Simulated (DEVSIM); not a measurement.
System: Pd/Si3N4/SiO2/p-Si capacitor, at 300 K.

```csv
layer (left to right),material,thickness (nm),Na (cm⁻³)
1,Si3N4,6.20,-
2,SiO2,0.740,-
3,Si,4400,1.7e16
```

Metal gate on the left, work function 5.2 eV. Fixed charge at the semiconductor interface -3.2e10 cm⁻² (in units of +e); no interface traps.

This is a model device: material constants are rounded textbook-type values typed into the input, and sizes, dopings and lifetimes were drawn at random. Values at 300 K.

| parameter | Si3N4 | SiO2 | Si |
|---|---|---|---|
| gap (eV) | 5.1 | 9 | 1.124 |
| affinity (eV) | 2.1 | 0.9 | 4.05 |
| permittivity | 7.5 | 3.9 | 11.7 |
| Nc (cm⁻³) | - | - | 2.86e19 |
| Nv (cm⁻³) | - | - | 3.1e19 |

Model (solved in DEVSIM): 1D Poisson equation in equilibrium, Boltzmann statistics, complete ionisation; no quantum confinement or tunnelling. Metal contacts follow the ideal Schottky-Mott rule: no Fermi-level pinning, no interface dipoles.

Base results: threshold voltage (band bending 2φF) (V) 1.04; flat-band voltage (V) 0.23; minimum of the low-frequency capacitance (μF/cm²) 0.0469.

What follows from this one change: fixed charge -3.2e+10 → -2.012e+12 cm^-2?

threshold voltage (band bending 2φF) 1.04 → 1.40 V; flat-band voltage 0.23 → 0.59 V; minimum of the low-frequency capacitance little changed (0.0464 μF/cm²).

What follows from this one change: substrate doping 1.7e+16 → 8.5e+15 cm^-3?

threshold voltage (band bending 2φF) 1.04 → 1.00 V; flat-band voltage 0.23 → 0.24 V; minimum of the low-frequency capacitance 0.0469 → 0.0343 μF/cm².

What follows from this one change: gate work function 5.2 → 5.5 eV?

threshold voltage (band bending 2φF) 1.04 → 1.34 V; flat-band voltage 0.23 → 0.53 V; minimum of the low-frequency capacitance little changed (0.0469 μF/cm²).
